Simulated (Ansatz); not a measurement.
Ansatz (an electronic-structure program) run on Ag2O (Pn-3m, 6 atoms in the cell): self-consistent single point.

Level of theory: PBE (plane waves, PAW; Ansatz).

The change in words: lattice scaled by 0.98. Reference geometry:
```
CELL_PARAMETERS angstrom
      4.84352     0.00000     0.00000
      0.00000     4.84352     0.00000
      0.00000     0.00000     4.84352
ATOMIC_POSITIONS crystal
  Ag 0.75000 0.25000 0.75000
  Ag 0.25000 0.75000 0.75000
  Ag 0.75000 0.75000 0.25000
  Ag 0.25000 0.25000 0.25000
  O  0.00000 0.00000 0.00000
  O  0.50000 0.50000 0.50000
```

Reference input (self-consistent single point, DFT, PBE, plane waves, default PAW files): kpoints.mp_grid.grid = 5 5 5; hamiltonian.xc = pbe; hamiltonian.pseudopotentials = {kind: paw} (the program's default PAW files); scf.occupations.method = fermi_dirac; scf.occupations.width = 0.05 eV. This run's input differs from it in these lines:

```diff
@@ -2,5 +2,5 @@
   lattice:
-    - [4.843520, 0.000000, 0.000000]
-    - [0.000000, 4.843520, 0.000000]
-    - [0.000000, 0.000000, 4.843520]
+    - [4.746650, 0.000000, 0.000000]
+    - [0.000000, 4.746650, 0.000000]
+    - [0.000000, 0.000000, 4.746650]
   atoms:
```

Output, abridged:

```
SCF iter   1: F=—  HF=-31492.644039 eV  |F-HF|=—  |Δ(HF+E_count)|=         —  Δρ=3.36e-3  dr2=1.55e-2  ethr=1.77e-3  ⟨swp⟩=5.7  Hψ=1674  notcnv=0  defer=4
all-band conjugate gradients solve this SCF's bands
preconditioner: auto → Resta (q_TF=auto, 2.641 Å⁻¹)
SCF iter   2: F=—  HF=-31492.644580 eV  |F-HF|=—  |Δ(HF+E_count)|=   5.41e-4  Δρ=1.29e-3  dr2=1.54e-3  ethr=1.76e-5  ⟨swp⟩=2.5  Hψ=931  notcnv=0  defer=15
   [... lines left out ...]
SCF iter   4: F=—  HF=-31492.644396 eV  |F-HF|=—  |Δ(HF+E_count)|=   5.43e-5  Δρ=2.13e-4  dr2=4.49e-5  ethr=6.79e-7  ⟨swp⟩=2.1  Hψ=767  notcnv=0  defer=15
SCF iter   5: F=—  HF=-31492.644217 eV  |F-HF|=—  |Δ(HF+E_count)|=   1.79e-4  Δρ=8.68e-5  dr2=4.80e-6  ethr=5.10e-8  ⟨swp⟩=2.0  Hψ=780  notcnv=0  defer=15
SCF iter   6: F=—  HF=-31492.644220 eV  |F-HF|=—  |Δ(HF+E_count)|=   2.88e-6  Δρ=1.74e-5  dr2=1.80e-7  ethr=5.45e-9  ⟨swp⟩=2.0  Hψ=763  notcnv=0  defer=15
SCF iter   7: F=-31492.644220 eV  HF=-31492.644220 eV  |F-HF|=8.88e-9  |Δ(HF+E_count)|=   1.06e-7  Δρ=5.66e-6  dr2=1.97e-8  ethr=1.14e-10  ⟨swp⟩=8.9  Hψ=2012  notcnv=0
SCF 1 converged in 7 iterations: F = -31492.644220 eV  dr2 = 1.97e-8
Free energy (F): -31492.644220 eV
Internal energy: -31492.641565 eV  (E = F + TS)
E sigma→0 (E₀):  -31492.642892 eV
Entropy (-TS):   -0.002655 eV (-0.443 meV/atom)
Fermi energy:    10.707237 eV
--- Forces (eV/Å), atoms counted from 1 ---
  atom   1  Ag     0.00000000    -0.00000000    -0.00000000
   [... zero for the other atoms too ...]
--- Stress (GPa, compression-positive) ---
        3.239351       0.000000       0.000000
        0.000000       3.239351       0.000000
        0.000000       0.000000       3.239351
  P = ⅓ Tr σ = 3.2394 GPa (32.394 kbar)
  The stress holds the Pulay correction. Without it, at fixed plane waves, as pw.x and ABINIT print it: P = 2.9516 GPa
```

The run converged in 7 iterations. Against the reference run the free energy rises by 5.9 meV/atom and the pressure goes from -1.28 to 3.24 GPa.

The starting cell has typed, rounded lattice constants, without a prior relaxation at this level. Its lattice was rescaled by a random factor within 2.5 % of one. For this run, on top of that: lattice scaled by 0.98. With a pressure of about 3 GPa the cell is away from its equilibrium volume at this level. Ansatz's pressure includes its estimate of the finite-basis (Pulay) stress. The run gives no clean gap (levels at the Fermi energy touch, overlap or are partly filled at this smearing), which alone does not show that the compound is a metal.

Keys are those of Ansatz 0.2.
